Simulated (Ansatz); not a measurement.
Consider Se (space group P3_121, No. 152; a = 4.506 Å, c = 4.991 Å; made of chains). Axes: x lies along a and z along c of the hexagonal cell.

Computed with Ansatz (a first-principles code) r2SCAN, no spin-orbit coupling.

The change: every lattice vector is stretched by 2.86 %; the atoms relax in the strained cell.

### Question
Predict the stress tensor and what it implies for the stiffness.

### Answer
Stress of the strained cell less that of the base (GPa, compression positive):
```
  -0.66    0.00    0.00
   0.00   -0.66    0.00
   0.00    0.00   -2.72
```

Then B = −ΔP/(ΔV/V₀) with ΔV/V₀ = 0.0883 gives secant stiffness values (nonlinear terms included at this strain): B (at held cell shape, above the free-shape value) ≈ 15 GPa.

As a check, the harmonic strain energy −½ V₀ Δσ:ε is 11 meV/atom; the computed energy rise is 12 meV/atom.

No phonon test of stability was made. No dispersion term is included, though the crystal is made of layers, chains or molecules, so its spacings can come out too wide.
